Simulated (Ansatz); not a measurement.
Band structure of SiSbPt₅ (P4/mmm, 7 atoms in the cell).

```
SiSbPt5
1.0
    3.99638     0.00000     0.00000
    0.00000     3.99638     0.00000
    0.00000     0.00000     7.27309
Si Sb Pt
1 1 5
Cartesian
  0.00000   0.00000   3.63654
  1.99819   1.99819   0.00000
  0.00000   1.99819   2.18484
  0.00000   1.99819   5.08825
  1.99819   0.00000   2.18484
  1.99819   0.00000   5.08825
  0.00000   0.00000   0.00000
```

Level of theory: LDA (PW92), PAW files made with PBE (plane waves; Ansatz, a program for electronic structure).

Settings: basis.ecutwfc = 420 eV; kpoints.mp_grid.grid = 6 6 3; hamiltonian.xc = lda; hamiltonian.pseudopotentials = {kind: paw} (the program's default PAW files); scf.occupations.method = gaussian; scf.occupations.width = 0.1 eV; kpoints.band_path.npoints = 8.

The starting cell comes from a database of computed structures (which also holds hypothetical and non-ambient phases and stackings), without a prior relaxation at this level. Spin-orbit coupling is off. Spin polarisation is off.

Levels in eV from the Fermi level, bands 51 to 58:
```tsv
point	51	52	53	54	55	56	57	58
Γ	-1.23	-1.23	-1.17	0.02	0.06	0.26	2.32	3.00
X	-2.29	-2.08	-1.66	-1.17	-0.34	-0.06	2.74	3.26
M	-1.85	-1.74	-1.45	-0.55	-0.55	-0.48	0.89	0.89
Z	-0.54	-0.13	0.02	0.06	0.16	0.16	1.58	2.20
R	-2.10	-2.07	-1.73	-1.06	0.01	1.75	1.91	2.20
A	-2.01	-1.46	-1.42	-1.21	0.17	0.17	0.84	0.84
```

Bands cross the Fermi level along this path, so the cell is metallic at this level.

Keys are those of Ansatz 0.2.
